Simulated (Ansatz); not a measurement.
**BN (Cm, No. 8, 8 atoms in the cell; start mp-1599; a measured phase of this formula has another space group)**

Method: r²SCAN+rVV10 in Ansatz (PAW).

Settings: plane-wave cutoff 560 eV, 14×14×8 k mesh (along the axes of the cell as run), Fermi–Dirac smearing 0.01 eV, scalar-relativistic PAW data made under PBE.

Cell (relaxed at this level):

```
CELL_PARAMETERS angstrom
      6.50752    -1.25034    -0.04862
      6.50752     1.25034    -0.04862
     -0.07218     0.00000     4.35746
ATOMIC_POSITIONS crystal
  B  0.00002 0.00002 0.99887
  B  0.20014 0.20014 0.42921
  B  0.86570 0.86570 0.37816
  B  0.53169 0.53169 0.49932
  N  0.98061 0.98061 0.34231
  N  0.50615 0.50615 0.84326
  N  0.64702 0.64702 0.44672
  N  0.31227 0.31227 0.39075
```

For BN (Cm, No. 8, 8 atoms in the cell; start mp-1599; a measured phase of this formula has another space group), the band gap is 1.97 eV (on the SCF k mesh) and the Γ–Γ gap is 5.40 eV.

Note: the relaxation could not lower the start's symmetry, so the cell can be a saddle point above a distorted one.

The computed numbers hold no vibrational or temperature effects.

The result took roughly 12 core-minutes.

A start named mp-… is a Materials Project structure, which need not be a measured phase.

Ansatz is a program for electronic structure.
